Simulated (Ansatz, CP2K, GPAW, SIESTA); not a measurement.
**BaAl2Ga2 (P1, 5 atoms in the cell) computed with different codes at matched settings**

Self-consistent single point, at a second geometry (atoms moved at random). First geometry:

```
CELL_PARAMETERS angstrom
     -2.25718     2.25718     5.57623
      2.25718    -2.25718     5.57623
      2.25718     2.25718    -5.57623
ATOMIC_POSITIONS crystal
  Ba 0.00000 0.00000 0.00000
  Al 0.75000 0.25000 0.50000
  Al 0.25000 0.75000 0.50000
  Ga 0.37971 0.37971 0.00000
  Ga 0.62029 0.62029 0.00000
```

Second geometry:
```xyz
5
Lattice="-2.2572 2.2572 5.5762 2.2572 -2.2572 5.5762 2.2572 2.2572 -5.5762" Properties=species:S:1:pos:R:3 pbc="T T T"
Ba     0.0053     0.0651    -0.0496
Al     0.0530     2.2249     2.7604
Al     2.2283    -0.0045     2.8158
Ga    -0.0281    -0.0358     4.2921
Ga    -0.0013     0.0074     6.9101
```

Shared settings, as Ansatz (an electronic-structure program) writes them: kpoints.mp_grid.grid = 7 7 7; scf.occupations.method = gaussian; scf.occupations.width = 0.0073 Ry. Potentials and cutoffs stand in the table.

```json
[
 {"code": "Ansatz", "model": "PBEsol, PAW files made with PBE", "ΔF from the first geometry (meV/atom)": "6.7", "pressure (GPa)": "-2.17", "largest force (eV/Å)": "0.351", "cutoff": "30.9 Ry"},
 {"code": "CP2K", "model": "PBEsol, GPW, DZVP-MOLOPT-SR-GTH basis, GTH-PBE potentials (GTH_POTENTIALS)", "ΔF from the first geometry (meV/atom)": "7.2", "pressure (GPa)": "-1.05", "largest force (eV/Å)": "–", "cutoff": "grid 600 Ry"},
 {"code": "GPAW", "model": "PBEsol, GPAW PAW datasets PBEsol (made by gpaw-setup)", "ΔF from the first geometry (meV/atom)": "6.3", "pressure (GPa)": "-1.43", "largest force (eV/Å)": "0.363", "cutoff": "600 eV"},
 {"code": "SIESTA", "model": "GGA PBEsol, numerical atomic orbitals DZP, PseudoDojo PBEsol standard norm-conserving potentials (rewritten from UPF to PSML)", "ΔF from the first geometry (meV/atom)": "13.8", "pressure (GPa)": "1.36", "largest force (eV/Å)": "0.702", "cutoff": "grid 300 Ry"}
]
```

Size of the force on each atom (eV/Å): Sizes of forces hide their directions.

```
code      Ba1    Al2    Al3    Ga4    Ga5
------  -----  -----  -----  -----  -----
Ansatz  0.351  0.292  0.155  0.318  0.219
GPAW    0.363  0.303  0.160  0.295  0.223
SIESTA  0.544  0.306  0.218  0.702  0.503
```

A dash marks a value that a program does not give, or that is left out as unsure.

The spread over the programs that give each value: ΔF from the first geometry within 7.5 meV/atom; pressure within 3.53 GPa; largest force within 0.351 eV/Å.

CP2K and SIESTA use small atom-centred bases, whose incompleteness enters pressures, forces and empty levels differently from a plane-wave cutoff. Ansatz's pressure is given at a fixed set of plane waves, as the other plane-wave codes print theirs. In the pressure, SIESTA (by 3.16) lies more than 1 GPa from the median of the plane-wave programs. In the force vectors, SIESTA (by 0.401) lies more than 0.08 eV/Å from the median of the plane-wave programs.

The starting cell comes from a database of computed structures (which also holds hypothetical and non-ambient phases and stackings), without a prior relaxation at this level. Its lattice was rescaled by a random factor within 2.5 % of one. For this run, on top of that: atoms moved at random.

Keys are those of Ansatz 0.2.
